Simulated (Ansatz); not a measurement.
In2O3 (model structure, started from the Al2S3 type, C2/c, No. 15, 10 atoms in the cell), treated with PBEsol+SOC (plane waves, PAW; Ansatz, a quantum-chemistry and plane-wave program).

Numerical settings: plane-wave cutoff 520 eV, 6×6×6 k mesh, Fermi–Dirac smearing 0.01 eV, PAW data made under PBE.

Cell (relaxed with PBEsol):

```cif
data_In4O6
_chemical_formula_sum 'In4 O6'
_space_group_name_H-M_alt 'P 1'
_space_group_IT_number 1
_cell_length_a 6.71260
_cell_length_b 6.71260
_cell_length_c 5.89012
_cell_angle_alpha 123.396
_cell_angle_beta 123.396
_cell_angle_gamma 58.327
loop_
_space_group_symop_operation_xyz
  'x, y, z'
loop_
_atom_site_label
_atom_site_type_symbol
_atom_site_fract_x
_atom_site_fract_y
_atom_site_fract_z
_atom_site_occupancy
In1 In 0.95019 0.15725 0.40293 1
In2 In 0.15725 0.95019 0.90293 1
In3 In 0.62615 0.83320 0.44709 1
In4 In 0.83320 0.62615 0.94709 1
O1 O 0.09185 0.27113 0.86957 1
O2 O 0.27113 0.09185 0.36957 1
O3 O 0.85185 0.93154 0.92501 1
O4 O 0.93154 0.85185 0.42501 1
O5 O 0.51227 0.69155 0.98044 1
O6 O 0.69155 0.51227 0.48044 1
```

Estimate the band gap that the calculation returns.


- band gap: 1.25 eV (on the SCF k mesh)

Note: the relaxation could raise the start's symmetry but not lower it, so the cell can be a saddle point.

Static lattice: no zero-point or thermal effects.

It cost about 8 core-minutes (a rough figure) of CPU time.

A model structure was made by putting elements into a prototype or built by hand; it is no filed structure, need not be a known phase, and can be a saddle point held by its symmetry.
